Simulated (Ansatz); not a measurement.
We consider fluorite HfO2 (high-temperature phase), described by HSE06 in Ansatz (plane waves, PAW).

Numerical settings: plane-wave cutoff 520 eV, 8×8×8 k mesh, finite displacements, scalar-relativistic PAW data made under PBE.

Computed at the level's own relaxed cell.

Harmonic phonon frequencies (cm⁻¹; i marks an imaginary mode; at Γ without the LO shift):

```tsv
q point	frequencies
Γ	0 0 0 249 249 249 595 595 595
X	211i 104 104 263 308 308 578 578 714
L	94 94 197 415 415 522 525 525 608
```

Imaginary modes appear, so the structure is dynamically unstable at this level.

Note: symmetry holds this phase in the static calculation, where it need not be a minimum; the run finds an imaginary mode (211i cm⁻¹), so the cell is a saddle point at this level.

Ansatz is a first-principles code.
